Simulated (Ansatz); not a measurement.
Base system: Pd in the fcc (Cu type) structure (space group Fm-3m, No. 225; relaxed with 0.1 eV smearing).

```xyz
1
Lattice="0.0000 1.9552 1.9552 1.9552 0.0000 1.9552 1.9552 1.9552 0.0000" Properties=species:S:1:pos:R:3 pbc="T T T"
Pd     0.0000     0.0000     0.0000
```

Cartesian axes are those of the cell as printed.

Calculations: r2SCAN (Ansatz, a program for electronic structure, PAW, scalar-relativistic without spin-orbit coupling).

It is then changed as follows: the cell is compressed by 4.16 % along y with no lateral relaxation, atoms relaxed at fixed cell.

**Question.** Predict the stress tensor and what it implies for the stiffness.

**Answer.** Stress of the strained cell less that of the base (GPa, compression positive):
```
    8.2     0.0     0.0
    0.0    10.2     0.0
    0.0     0.0     8.2
```

Then −Δσ_ii/ε with ε = -0.0416 gives secant stiffness values (nonlinear terms included at this strain): C22 ≈ 246 GPa, C12 ≈ 196 GPa and C23 ≈ 196 GPa.

As a check, the harmonic strain energy −½ V₀ Δσ:ε is 20 meV/atom; the computed energy rise is 19 meV/atom.

Stability against distortions was not tested. The final runs are not spin-polarised. Pd has a high density of states at the Fermi level and may be magnetic at this level.
